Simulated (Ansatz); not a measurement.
Worked calculations on one periodic cell of amorphous Si₂₄O₄₅F₆: Si24O45F6, 75 atoms, volume 1134.8 Å³, made by a melt-quench on the CHGNet potential and relaxed with DFT. O and F atoms were pushed apart under 1.9 Å during the dynamics, to hinder bonds among them. It is a model cell: composition and starting density were chosen by hand, and all elements were melted together. Cycles of charging were run to anneal it. These are PBE, scalar-relativistic without spin-orbit coupling (plane waves to 420 eV, PAW; Ansatz, a first-principles code) values and carry that method's errors. Sampling: a 2×2×2 Γ-centred mesh; Fermi-Dirac width 0.02 eV; no spin polarisation. Its volume was relaxed, its shape was held as a cube, and it stands at a mean pressure of 0.0 GPa with stress components up to 0.6 GPa; the relaxation ran on the zone centre alone. Its density went from a set 2.22 to 2.21 g/cm³. The cell is small and was quenched far faster than a real film, so it is one sample of the glass.

**Question.** Count formal charges (Si +4, O -2, F -1). What does the count lead one to expect at the Fermi level, and what does the calculation give?

**Answer.** 24 × (+4) + 45 × (-2) + 6 × (-1) = 0. The charges balance, so the anion-derived valence states can be full and a gap can open. On this mesh the highest filled and lowest empty level lie 5.17 eV apart, the PBE gap of this cell, with a localised state at one edge or both.

Four energies for an added electron at PBE on the zone centre alone (charged cells in a uniform background, spin-polarised): neutral at the neutral geometry -45719.563 eV; charged at the neutral geometry -45713.573 eV; charged and relaxed -45713.599 eV; neutral at the charged geometry -45719.534 eV.

**Question.** Find the two relaxation energies and their sum, the reorganisation energy.

**Answer.** On charging: -45713.573 − (-45713.599) = 0.026 eV. On discharging: -45719.534 − (-45719.563) = 0.029 eV. The sum is 0.055 eV. The carrier's level spreads over 64 of the 75 atoms' worth, more than a fifth of the atoms or a third of the atoms of its main element (six at least), and the sum is small, so it counts as a band carrier, whose relaxation energy shrinks as the cell grows. PBE's self-interaction favours spread-out carriers, so a hybrid can localise more.

Four energies for a hole at PBE on the zone centre alone (charged cells in a uniform background, spin-polarised): neutral at the neutral geometry -45719.563 eV; charged at the neutral geometry -45720.181 eV; charged and relaxed -45720.714 eV; neutral at the charged geometry -45718.730 eV.

**Question.** Find the two relaxation energies and their sum, the reorganisation energy.

**Answer.** On charging: -45720.181 − (-45720.714) = 0.533 eV. On discharging: -45718.730 − (-45719.563) = 0.833 eV. The sum is 1.366 eV. The carrier's level spreads over 5 of the 75 atoms' worth, so it counts as localised, most on one O atom with neighbours Si 1.60 Å, Si 1.65 Å (neutral geometry). The values are uncorrected: the image energy of a point charge in this cell, 2.84 × 14.40 / (2 × 10.4) = 2.0 eV before screening, is screened by electrons alone at the fixed geometry and by ions too after relaxing, and the carrier can be spread before it relaxes, so each term can be off by up to that value times 1/ε∞, some tenths of an eV. PBE's self-interaction favours spread-out carriers, so a hybrid can localise more.
